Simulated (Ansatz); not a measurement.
Here is the system:

End structure of a constructed model of the (100) surface of fcc Ag, a pseudomorphic layer of W in the host's stacking (bottom of the slab: a bare face, its two planes held):

```xyz
7
Lattice="2.9334 0.0000 0.0000 0.0000 2.9334 0.0000 0.0000 0.0000 29.0000" Properties=species:S:1:pos:R:3 pbc="T T T"
Ag     1.4667     1.4667     8.1027
Ag     0.0000     0.0000    10.1769
Ag     1.4667     1.4667    12.2640
Ag     0.0000     0.0000    14.3514
Ag     1.4667     1.4667    16.4314
Ag     0.0000     0.0000    18.5204
W      1.4667     1.4667    20.5087
```

Set-up: 7 atoms, 12.8 Å thick at the start; mesh 13x13x1; 0.1 eV smearing; dipole correction on; 2 atoms held, the rest relaxed; start symmetry kept, larger cells not searched; no spin, no spin-orbit, no U. It is one candidate, not shown to be the stable structure of the face.

What work function of the top face does PBE (Ansatz, a first-principles code) give?

5.22 eV
